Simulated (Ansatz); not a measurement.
Consider the following.

```
Al5GaN6
1.0
    5.69873    -1.55947     0.00000
    5.69873     1.55947     0.00000
   -1.86137     0.00000     7.13424
Ga Al N
1 5 6
Direct
  0.55597   0.55597   0.11060
  0.22378   0.22378   0.44479
  0.88940   0.88940   0.77560
  0.27916   0.27916   0.05361
  0.94452   0.94452   0.39006
  0.61274   0.61274   0.71984
  0.76346   0.76346   0.90315
  0.42665   0.42665   0.24092
  0.09643   0.09643   0.56949
  0.15640   0.15640   0.18425
  0.81792   0.81792   0.51569
  0.48395   0.48395   0.84161
```

No spin polarisation.

Method: Ansatz (a program for electronic structure) r2SCAN, without spin-orbit coupling. Γ-centred 11×11×5 mesh, Fermi–Dirac width 0.05 eV.

### Question
Predict the band gap and gap character.

### Answer
The band gap comes out as 4.34 eV and the gap character (in this cell's own zone, which can be folded) is direct at Γ.

These are small ordered cells, not random alloys; other orderings at the same x differ. Whether these cells are dynamically stable was not tested. The cell was made from GaN by this change: x(Al) = 0.833, 12 atoms, Cm.
